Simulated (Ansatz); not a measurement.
Ansatz (a first-principles code) run on SiO2 (P3_221, 9 atoms in the cell): self-consistent single point.

Method: PBE, PAW files (plane waves; Ansatz).

```
SiO2
1.0
    5.02866     0.00000     0.00000
   -2.51433     4.35494     0.00000
    0.00000     0.00000     5.55547
Si O
3 6
Cartesian
 -1.17872   2.04160   1.85182
  1.33561   2.31335   0.00000
  2.35743   0.00000   3.70365
 -1.11224   3.18538   3.04340
  0.31183   1.79903   1.19158
  0.80041   3.72548   4.89522
  3.31474   0.62946   2.51207
  1.40209   1.16956   4.36389
  2.82616   2.55592   0.66025
```

Reference input (self-consistent single point, DFT, PBE, plane waves, PAW files): basis.ecutwfc = 420 eV; kpoints.mp_grid.grid = 5 5 4; hamiltonian.xc = pbe; hamiltonian.pseudopotentials = {kind: paw} (the program's default PAW files); scf.occupations.method = gaussian; scf.occupations.width = 0.01 eV. This run's input differs from it in these lines:

Ansatz 0.2 input:
```diff
@@ -19,3 +19,3 @@
   mp_grid:
-    grid: [5, 5, 4]
+    grid: [3, 3, 3]
 hamiltonian:
```

Output, abridged:

```
SCF iter   1: F=—  HF=-5326.676590 eV  |F-HF|=—  |Δ(HF+E_count)|=         —  Δρ=1.23e-1  dr2=1.69e1  ethr=3.10e-3  ⟨swp⟩=6.7  Hψ=1167  notcnv=0
all-band conjugate gradients solve this SCF's bands
preconditioner: auto → Resta (q_TF=auto, 2.337 Å⁻¹)
SCF iter   2: F=—  HF=-5322.166713 eV  |F-HF|=—  |Δ(HF+E_count)|=    4.51e0  Δρ=4.29e-2  dr2=8.79e-1  ethr=3.10e-3  ⟨swp⟩=3.9  Hψ=608  notcnv=0  defer=22
   [... lines left out ...]
SCF iter   5: F=—  HF=-5322.155867 eV  |F-HF|=—  |Δ(HF+E_count)|=   4.15e-3  Δρ=4.54e-4  dr2=2.12e-4  ethr=4.76e-6  ⟨swp⟩=3.0  Hψ=459  notcnv=0  defer=19
SCF iter   6: F=—  HF=-5322.156012 eV  |F-HF|=—  |Δ(HF+E_count)|=   1.45e-4  Δρ=5.91e-5  dr2=5.93e-6  ethr=4.41e-7  ⟨swp⟩=2.1  Hψ=383  notcnv=0  defer=19
SCF iter   7: F=—  HF=-5322.155998 eV  |F-HF|=—  |Δ(HF+E_count)|=   1.37e-5  Δρ=1.09e-5  dr2=1.14e-7  ethr=1.24e-8  ⟨swp⟩=2.0  Hψ=424  notcnv=0  defer=19
SCF iter   8: F=-5322.155999 eV  HF=-5322.155998 eV  |F-HF|=7.32e-9  |Δ(HF+E_count)|=   3.20e-7  Δρ=2.43e-6  dr2=7.26e-9  ethr=2.08e-10  ⟨swp⟩=15.1  Hψ=1369  notcnv=0
SCF 1 converged in 8 iterations: F = -5322.155999 eV  dr2 = 7.26e-9
Free energy (F): -5322.155999 eV
Internal energy: -5322.155999 eV  (E = F + TS)
E sigma→0 (E₀):  -5322.155999 eV
Fermi energy:    4.586932 eV
--- Forces (eV/Å), atoms counted from 1 ---
  atom   1  Si    -0.04334604     0.07507754     0.00000000
  atom   2  Si    -0.04334604    -0.07507754    -0.00000000
  atom   3  Si     0.08669207     0.00000000    -0.00000000
  atom   4  O      0.35337711     0.07120725    -0.18509446
  atom   5  O     -0.23835585     0.27042993    -0.18509446
  atom   6  O     -0.11502127    -0.34163718    -0.18509446
  atom   7  O     -0.11502127     0.34163718     0.18509446
  atom   8  O      0.35337711    -0.07120725     0.18509446
  atom   9  O     -0.23835585    -0.27042993     0.18509446
--- Stress (GPa, compression-positive) ---
       -6.339882       0.000000       0.000000
        0.000000      -6.339882       0.000000
        0.000000       0.000000      -6.753265
  P = ⅓ Tr σ = -6.4777 GPa (-64.777 kbar)
  The stress holds the Pulay correction. Without it, at fixed plane waves, as pw.x and ABINIT print it: P = -6.8179 GPa
```

The run converged in 8 iterations. Against the reference run the free energy stays essentially unchanged (within 1 meV/atom), the pressure stays at -6.48 GPa, the largest force stays at 0.405 eV/Å and the gap on the mesh goes from 5.424 to 5.413 eV.

The starting cell comes from a database of computed structures (which also holds hypothetical and non-ambient phases and stackings), without a prior relaxation at this level. Its lattice was rescaled by a random factor within 2.5 % of one. With a pressure of about -6 GPa the cell is away from its equilibrium volume at this level. Ansatz's pressure includes its estimate of the finite-basis (Pulay) stress.
